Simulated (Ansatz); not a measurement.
For HfN (model structure, started from the NbAs type, I4₁md, No. 109, 4 atoms in the cell), PBE (Ansatz, an electronic-structure program, PAW) gives:

lattice constant a: 2.990 Å
lattice parameter c: 10.840 Å

### Question
What does PBE-D3(BJ) (Ansatz, PAW) give for the same quantities?

### Answer

- lattice constant a: 2.968 Å (drops by 0.7 %)
- lattice parameter c: 10.768 Å (shrinks by 0.7 %)

Changes are worked out from the printed values.

Unless a cell is named, each level is at its own relaxed cell (PBE 12.11, PBE-D3(BJ) 11.86 Å³/atom).

Levels without +SOC leave out spin–orbit coupling, which shifts energies and cells of such heavy elements.

Ansatz's density-functional and Hartree–Fock values are scalar-relativistic unless marked +SOC, with PAW data made under PBE.

A model structure was made by putting elements into a prototype or built by hand; it is no filed structure, need not be a known phase, and can be a saddle point held by its symmetry.
